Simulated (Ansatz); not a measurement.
**TiC: energy against strain**

TiC (rock salt, Fm-3m, 9.892 Å³/atom at rest) under an equal strain ε in the (111) plane with the normal axis free, as in a coherent film. PBEsol in Ansatz, a plane-wave DFT program (PAW, default set), 420 eV, 23×23×23 Γ-centred mesh, Fermi-Dirac smearing 0.10 eV; ions are relaxed within the symmetry of each cell.

Here s stands for strain and y for E less E0.

| strain (%) | E less E0 (meV/atom) |
|---|---|
| -2.50 | ? |
| -1.25 | 5.49 |
| -0.83 | 2.39 |
| -0.42 | 0.60 |
| 0.00 | 0.00 |
| 0.42 | 0.61 |
| 0.83 | 2.35 |
| 1.25 | 5.26 |

**Question.** Fit y against s with a parabola, and predict the withheld value at s = -2.50.

**Answer.** Least squares gives y = -0.001 - 0.0652·s + 3.4407·s². Residuals (row less fit): 0.033, -0.033, -0.033, 0.001, 0.031, 0.035, -0.034; standard error 0.041 (degrees of freedom: 4). Twice the quadratic coefficient over the volume, 2 × 3.4407 meV × 10⁴ × 0.1602 / 9.892 Å³, is twice the biaxial elastic modulus of this plane = 1115 ± 8 GPa. At the withheld row, y = -0.001 - 0.0652 × (-2.50) + 3.4407 × (-2.50)² = 21.666 meV/atom. The calculation gives 22.63 meV/atom, 0.964 meV/atom above the prediction (4.3 % of the range of y in the table). The row lies outside the fitted rows, so this is an extrapolation. From the scatter of the fitted rows alone, a prediction at this place has a standard error of 0.156 meV/atom, so the miss is 6.2 times that.

One order more, fitted to all 13 runs of the series, follows each within 0.01, so the miss is the next term of a smooth law. In a metal these values are sensitive to mesh and smearing; energies are taken to zero smearing, stresses follow the free energy. Rows are the converged runs of the series near zero and its far end; series whose fitted rows scatter by over a few per cent of the range, as at a crossing or softening among them, aren't shown in this form. Most that stay on the fit to the last digits aren't either.
